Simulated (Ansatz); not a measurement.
# Nb on a Zn site (surface) in a 2x2 cell of the 1x1 (10-10) surface of wurtzite ZnO (cut with top plane O + Zn)

Host crystal: wurtzite ZnO, with a band gap (PBE, scalar-relativistic without spin-orbit coupling).

Calculation: PBE (plane waves to 420 eV, PAW; Ansatz, a program for electronic structure).

Set-up: 64 atoms, 9.4 Å thick at the start (thin: gaps and levels are the slab's own); mesh 3x2x1; 0.01 eV smearing; dipole correction on; 12 atoms held, the rest relaxed; start symmetry kept, larger cells not searched; spin-polarised, ending with about 0.3 μB a cell, a value that depends on the mesh; orders that need a larger cell were not tried, no spin-orbit, no U. The slab shows no gap over 0.04 eV on its mesh.

```yaml
formation energy against bcc Nb, hcp Zn: -3.4 kcal/mol
change_of_the_step_from_the_bottom_to_the_top_vacuum_level_against_the_clean_slab: -0.063 eV
energy_released_by_relaxation: 1.24 eV
largest_move_of_a_host_atom: 2.13 Å
caution: the host itself rearranges in this cell, so the energy holds part of a reconstruction
```
